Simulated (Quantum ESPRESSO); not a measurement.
Troubleshooting Quantum ESPRESSO: a failed run on Sn₂PdAu (P-3m1, 4 atoms in the cell). The aim is a self-consistent single point with DFT, PBEsol, plane waves, GBRV 1.5 ultrasoft (PBESOL) pseudopotentials.

Cell that was meant: a = 4.1630 Å, b = 4.1630 Å, c = 5.6983 Å, α = 90.00°, β = 90.00°, γ = 120.00°.

Part of the input:

```fortran
  nat = 4
  ntyp = 3
  ecutwfc = 40
  ecut_rho = 320
  occupations = 'smearing'
  smearing = 'marzari-vanderbilt'
  degauss = 0.0099958
```

Output (repeated stretches shortened):

```
     This program is part of the open-source Quantum ESPRESSO suite
     for quantum simulation of materials; please cite

 %%%%%%%%%%%%%%%%%%%%%%%%%%%%%%%%%%%%%%%%%%%%%%%%%%%%%%%%%%%%%%%%%%%%%%%%%%%%%%
     Error in routine  read_namelists (1):
      bad line in namelist &system: "  ecut_rho = 320" (error could be in the previous line)
 %%%%%%%%%%%%%%%%%%%%%%%%%%%%%%%%%%%%%%%%%%%%%%%%%%%%%%%%%%%%%%%%%%%%%%%%%%%%%%

     stopping ...
```

Q: From the messages shown, name the fault and mend the input.

A: The fault is a keyword that the program does not know. The program does not know a key of this name. To fix it, use the program's own name for the key. The program stopped before any SCF iteration.

An input that runs soundly differs in these lines (not the only fix; some lines may just follow from the change or write a value another way):
```diff
-  ecut_rho = 320
+  ecutrho = 320
```

With that input, the run converged in 15 iterations: free energy E − TS -8589.5203 eV; Fermi level (on the code's own zero) 13.13 eV; pressure -2.25 GPa; largest force (vector length) 0.011 eV/Å (DFT, PBEsol, plane waves, GBRV 1.5 ultrasoft (PBESOL) pseudopotentials).

On the sound input: the starting cell comes from a database of computed structures (which also holds hypothetical and non-ambient phases and stackings), without a prior relaxation at this level. Spin polarisation is off.
